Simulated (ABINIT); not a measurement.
Input and output of a self-consistent single point for TePd3 (I4/mmm, 4 atoms in the cell) (ABINIT).

Method of the run: LDA (PW92), PAW (JTH v2.0 LDA PAW) (plane waves; ABINIT).

The change in words: lattice scaled by 0.98. Reference geometry:
```
TePd3
1.0
   -2.20553     2.20553     3.26346
    2.20553    -2.20553     3.26346
    2.20553     2.20553    -3.26346
Te Pd
1 3
Direct
  0.00000   0.00000   0.00000
  0.75000   0.25000   0.50000
  0.25000   0.75000   0.50000
  0.50000   0.50000   0.00000
```

Reference input (self-consistent single point, DFT, LDA (PW92), plane waves, PAW (JTH v2.0 LDA PAW)): pseudos = [Te.LDA_PW-JTH.xml, Pd.LDA_PW-JTH.xml]; ecut = 48 Ry; pawecutdg = 96 Ry; pawxcdev = 0; occopt = 7; tsmear = 0.00734986 Ha; ngkpt = 9 9 9; nshiftk = 1; shiftk = 0 0 0; potentials = JTH v2.0 LDA PAW; nband = 39; kptopt = 1. This run's input differs from it in these lines:

```diff
@@ -3,7 +3,7 @@
 pseudos "Te.LDA_PW-JTH.xml, Pd.LDA_PW-JTH.xml"
-acell 4.5142973965 4.5142973965 4.5142973965 Angstrom
+acell 4.4240111683 4.4240111683 4.4240111683 Angstrom
 rprim
-        -0.4885652863    0.4885652863    0.7229162621
-         0.4885652863   -0.4885652863    0.7229162621
-         0.4885652863    0.4885652863   -0.7229162621
+        -0.4885652223    0.4885652223    0.7229163486
+         0.4885652223   -0.4885652223    0.7229163486
+         0.4885652223    0.4885652223   -0.7229163486
 natom 4
@@ -14,5 +14,5 @@
          0.0000000000    0.0000000000    0.0000000000
-        -0.0000000000    2.2055290000    1.6317295000
-         2.2055290000   -0.0000000000    1.6317295000
-         0.0000000000   -0.0000000000    3.2634590000
+        -0.0000000000    2.1614180000    1.5990950000
+         2.1614180000   -0.0000000000    1.5990950000
+        -0.0000000000   -0.0000000000    3.1981900000
       Angstrom
```

The program printed (abridged):

```
--- !BeginCycle
solver: {iscf: 17, nstep: 100, nline: 4, wfoptalg: 10, }
tolerances: {tolvrs: 1.00E-10, }
...

     iter   Etot(hartree)      deltaE(h)  residm     nres2
 ETOT  1  -371.21786615465    -3.712E+02 6.447E+01 5.037E+02
 ETOT  2  -396.70950368187    -2.549E+01 1.318E-01 4.145E+02
 ETOT  3  -395.76763219476     9.419E-01 1.258E-01 9.754E+01
 ETOT  4  -395.75603468600     1.160E-02 5.113E-02 4.962E+01
 ETOT  5  -395.71260379789     4.343E-02 2.338E-02 2.023E+01
   [... 20 lines left out ...]
 ETOT 26  -395.68452962992    -2.129E-10 2.231E-04 1.272E-08
 ETOT 27  -395.68452962998    -6.406E-11 9.177E-05 3.874E-09
 ETOT 28  -395.68452963000    -1.870E-11 1.841E-04 2.646E-09
 ETOT 29  -395.68452963001    -6.821E-12 7.350E-05 4.180E-11
 At SCF step   29       nres2   =  4.18E-11 < tolvrs=  1.00E-10 =>converged.

 Cartesian components of stress tensor (hartree/bohr^3)
  sigma(1 1)= -5.08248988E-04  sigma(3 2)=  0.00000000E+00
  sigma(2 2)= -5.08248988E-04  sigma(3 1)=  0.00000000E+00
  sigma(3 3)= -4.91301609E-04  sigma(2 1)=  0.00000000E+00

 ----iterations are completed or convergence reached----

 reduced coordinates (array xred) for    4 atoms
       0.000000000000      0.000000000000      0.000000000000
       0.750000000000      0.250000000000      0.500000000000
       0.250000000000      0.750000000000      0.500000000000
       0.500000000000      0.500000000000      0.000000000000
 cartesian forces (eV/Angstrom) at end:
    1     -0.00000000000000    -0.00000000000000    -0.00000000000000
   [... lines left out ...]
 Fermi (or HOMO) energy (hartree) =   0.24280   Average Vxc (hartree)=  -0.47354
   [... lines left out ...]
'-kT*entropy'       : -1.11266020033592E-03
total_energy        : -3.95684531284811E+02
total_energy_eV     : -1.07671236682552E+04
...

-Cartesian components of stress tensor (GPa)         [Pressure=  1.4787E+01 GPa]
- sigma(1 1)= -1.49531990E+01  sigma(3 2)=  0.00000000E+00
- sigma(2 2)= -1.49531990E+01  sigma(3 1)=  0.00000000E+00
- sigma(3 3)= -1.44545899E+01  sigma(2 1)=  0.00000000E+00

 Calculation completed.
```

The run converged in 29 iterations. Against the reference run the free energy goes up by 46.5 meV/atom and the pressure goes from 1.67 to 14.79 GPa.

The starting cell comes from a database of computed structures (which also holds hypothetical and non-ambient phases and stackings), without a prior relaxation at this level. Its lattice was rescaled by a random factor within 2.5 % of one. For this run, on top of that: lattice scaled by 0.98. Spin polarisation is off. With a pressure of about 15 GPa the cell is away from its equilibrium volume at this level.

Cost on one core of a shared machine: roughly 6 min.
